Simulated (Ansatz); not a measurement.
Take Hf in the hcp (Mg type) structure (space group P6_3/mmc, No. 194; relaxed with 0.1 eV smearing) as the base.

```
CELL_PARAMETERS angstrom
      3.15801     0.00000     0.00000
     -1.57901     2.73492     0.00000
      0.00000     0.00000     5.00438
ATOMIC_POSITIONS crystal
  Hf 0.33333 0.66667 0.75000
  Hf 0.66667 0.33333 0.25000
```

Method: Ansatz (a first-principles code), PBEsol, PAW, cutoff 420 eV, scalar-relativistic without spin-orbit coupling, earlier PAW set.

Base values:

```
Property    Value
--------  -------
Pressure  0.0 GPa
Band gap     zero
```

It is then changed as follows: the cell is scaled by 1.0118 in all directions, atoms relaxed at fixed cell.

Task: How does this affect the pressure?

Result: The pressure (mean of the normal stresses, compression positive) goes from zero to -3.7 GPa.

Task: Predict the new energy relative to the base.

Result: The energy increases by 9.3 meV/atom.

Task: What does the calculation give for the band gap after the change?

Result: The band gap remains zero.

The cells carry an imposed strain or load. Stability against distortions was not tested. All final runs are without spin polarisation.
